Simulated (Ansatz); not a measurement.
The starting structures come from a database of crystals and need not be the phases stable at ambient conditions.

 Where the default PAW files enter, the runs use the earlier of Ansatz's two default sets.

Given:

```
CuI
1.0
    6.98836     0.00000     0.00000
    0.00000     7.35030     0.00000
    0.00000     3.67515     2.12185
Cu I
2 2
Cartesian
  0.88976   2.45010   0.00000
  4.38394   4.90021   0.00000
  3.47797   2.45010   0.00000
  6.97215   4.90021   0.00000
```

Space group of this cell: P6_3mc, wurtzite. The cell is taken as given.

Transport runs along the normal of the first two printed cell vectors, the (110) plane of the conventional cell.

The gap is the functional's own. No spin-orbit coupling. Mid-gap values are interpolated on the energy grid.

Problem. Compute, with r2SCAN in Ansatz (a quantum-chemistry and plane-wave program), the band gap and the smallest decay constant κ at mid-gap.

Solution. Gap 1.73 eV on a 6×14×14 mesh; κ = 0.151 1/Å, at the zone centre.
